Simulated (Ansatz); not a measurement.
BAs (F-43m), Ansatz (a quantum-chemistry and plane-wave program) with PBE with spin-orbit coupling, rigid bands. Band gap 1.12 eV, N_c = 3.60e19 cm⁻³ and N_v = 1.16e19 cm⁻³ at 300 K, conductivity masses of 0.308 mₑ (electrons) and 0.348 mₑ (holes). Take k_BT = 0.02585 eV.

Question: Find the intrinsic carrier density and the intrinsic Fermi level.

Answer: n_i = √(N_c N_v) exp(−E_g/2k_BT) = 2.04e19 × exp(−21.66) = 8.0e9 cm⁻³. The level lies (k_BT/2) ln(N_v/N_c) = -15 meV from mid-gap (positive towards the conduction band). Each 0.1 eV added to the gap lowers n_i by a factor of 6.9.

Question: What thermal injection velocity √(2k_BT/πm) limits a ballistic channel?

Answer: 9.69e6 cm/s for electrons and 9.12e6 cm/s for holes, a ratio of √(m_h/m_e) = 1.06, for dilute carriers.

Question: A film of it is 5 nm thick. Estimate the confinement energies in an infinite well.

Answer: ħ²π²/(2m t²) = 0.376 eV·nm²/(m/mₑ × t²) gives 48.8 meV for electrons and 43.2 meV for holes, so the gap would widen to about 1.21 eV. Finite barriers and nonparabolic bands lower this, and with several valleys or bands the heaviest mass along the normal sets the lowest level, not this average.

Rigid bands with the computed gap; masses take one relaxation time for all states. Geometry: cell and atoms relaxed with PBEsol.
